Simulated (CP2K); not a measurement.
CP2K run on CoAl (P1, 2 atoms in the cell): self-consistent single point.

Level of theory: PBE, GPW, DZVP-MOLOPT-SR-GTH basis, GTH-PBE potentials (GTH_POTENTIALS) in CP2K.

The change in words: lattice scaled by 0.98. Reference geometry:
```yaml
crystal:
  lattice:
    - [2.86000, 0.00000, 0.00000]
    - [0.00000, 2.86000, 0.00000]
    - [0.00000, 0.00000, 2.86000]
  atoms:
    - { symbol: Al, position: [0.49913, 0.50152, 0.49022] }
    - { symbol: Co, position: [0.00087, 0.99848, 0.00978] }
```

Reference input (self-consistent single point, DFT PBE, GPW, DZVP-MOLOPT-SR-GTH basis, GTH-PBE potentials (GTH_POTENTIALS)): CUTOFF = 600 Ry; REL_CUTOFF = 50 Ry; SMEAR/METHOD = GAUSSIAN; SIGMA = 0.136 eV; KPOINTS/SCHEME = MONKHORST-PACK 8 8 8; GAMMA_CENTERED = T; XC_FUNCTIONAL = PBE; Al/BASIS_SET = DZVP-MOLOPT-SR-GTH-q3; Al/POTENTIAL = GTH-PBE-q3; Co/BASIS_SET = DZVP-MOLOPT-SR-GTH-q17; Co/POTENTIAL = GTH-PBE-q17; METHOD = GPW. This run's input differs from it in these lines:

```diff
@@ -64,5 +64,5 @@
     &CELL
-      A 2.86000000 0.00000000 0.00000000
-      B 0.00000000 2.86000000 0.00000000
-      C 0.00000000 0.00000000 2.86000000
+      A 2.80280000 0.00000000 0.00000000
+      B 0.00000000 2.80280000 0.00000000
+      C 0.00000000 0.00000000 2.80280000
       PERIODIC XYZ
@@ -70,4 +70,4 @@
     &COORD
-      Al       1.42751752     1.43435006     1.40204064
-      Co       0.00248248    -0.00435006     0.02795936
+      Al       1.39896717     1.40566306     1.37399983
+      Co       0.00243283    -0.00426306     0.02740017
     &END COORD
```

Output, abridged:

```
 SCF WAVEFUNCTION OPTIMIZATION

  Step     Update method      Time    Convergence         Total energy    Change
     1 NoMix/Diag. 0.20E+00      -     1.47309264      -148.2511578790 -1.48E+02
     2 Broy./Diag. 0.20E+00      -     0.11955186      -145.2464094252  3.00E+00
     3 Broy./Diag. 0.20E+00      -     0.03729543      -147.3141614434 -2.07E+00
     4 Broy./Diag. 0.20E+00      -     0.04654309      -147.5873400935 -2.73E-01
     5 Broy./Diag. 0.20E+00      -     0.00443355      -147.6177936900 -3.05E-02
     6 Broy./Diag. 0.20E+00      -     0.01184569      -147.5549095037  6.29E-02
   [... 5 lines left out ...]
    12 Broy./Diag. 0.20E+00      -     0.00000954      -147.5623983722  4.84E-05
    13 Broy./Diag. 0.20E+00      -     0.00000197      -147.5624060761 -7.70E-06
    14 Broy./Diag. 0.20E+00      -     0.00000216      -147.5624066874 -6.11E-07
    15 Broy./Diag. 0.20E+00      -     0.00000074      -147.5624071169 -4.30E-07
  *** SCF run converged in    15 steps ***

  Overlap energy of the core charge distribution:               0.00000000000015
  Self energy of the core charge distribution:               -235.29089533590235
  Core Hamiltonian energy:                                     65.81732236616607
  Hartree energy:                                              37.84681417371519
  Exchange-correlation energy:                                -15.93535268461094
  Smearing free energy correction:                             -0.00029563638290
  Fermi energy:                                                 0.45238170293738

  Total energy:                                              -147.56240711692928
  Total energy (extrapolated to sigma->0):                   -147.56225929873781

                     Mulliken Population Analysis

   [... lines left out ...]

 STRESS| Analytical stress tensor [bar]
 STRESS|                        x                   y                   z
 STRESS|      x        8.83522932612E+04  -8.59165395858E+01   5.56701661901E+02
 STRESS|      y       -8.59165395858E+01   8.83163049357E+04  -9.75406619737E+02
 STRESS|      z        5.56701661901E+02  -9.75406619737E+02   8.59550551063E+04
 STRESS| 1/3 Trace                                             8.75412177678E+04
```

The run converged in 15 iterations. Against the reference run the free energy goes up by 11.0 meV/atom, the pressure goes from -3.03 to 8.75 GPa and the largest force goes from 0.409 to 0.497 eV/Å.

The starting cell has typed, rounded lattice constants, without a prior relaxation at this level. Its atoms were displaced at random from the sites of space group no. 221. For this run, on top of that: lattice scaled by 0.98. Spin polarisation is off. Values carry the incompleteness of an atom-centred basis. With a pressure of about 9 GPa the cell is away from its equilibrium volume at this level.

Cost on one core of a shared machine: roughly 60 s.
